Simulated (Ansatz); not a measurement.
For HfAu (P4/nmm), PBEsol, DFPT electron-phonon coupling, linearised Boltzmann equation (Ansatz, a quantum-chemistry and plane-wave program) gives a transport coupling λ_tr = 0.301 and a Drude plasma energy ħω_p = 3.88 eV along z (a = (3.47, 0.00, 0.00) Å; b = (0.00, 3.47, 0.00) Å; c = (0.00, 0.00, 6.27) Å).

Question: Estimate the resistivity at 300 K from the high-temperature formula ρ = 2π λ_tr k_B T / (ħ ε₀ ω_p²), and say how the full Boltzmann solution compares.

Answer: The scattering rate is 1/τ = 2π λ_tr k_B T/ħ = 7.43e13 s⁻¹ and ω_p = 5.89e15 s⁻¹, so ρ ≈ 24.1 μΩ·cm. The Boltzmann solution gives 22.4 μΩ·cm, 0.93 times the estimate.

A metal at this level (no band gap). Only scattering by harmonic phonons is included (no impurities, grain boundaries, electron-electron scattering or thermal expansion). Spin-orbit coupling is left out, which matters with elements this heavy. Halving the electron mesh (24x24x16) moves the resistivity by up to 6 % at 300 K, the coupling by up to 1 %. Smearing 0.20 eV; phonons on a 4x4x3 q mesh, which this run doesn't test.

Computed structure with no diffraction record at hand here (it may be known, metastable or hypothetical): HfAu (P4/nmm).
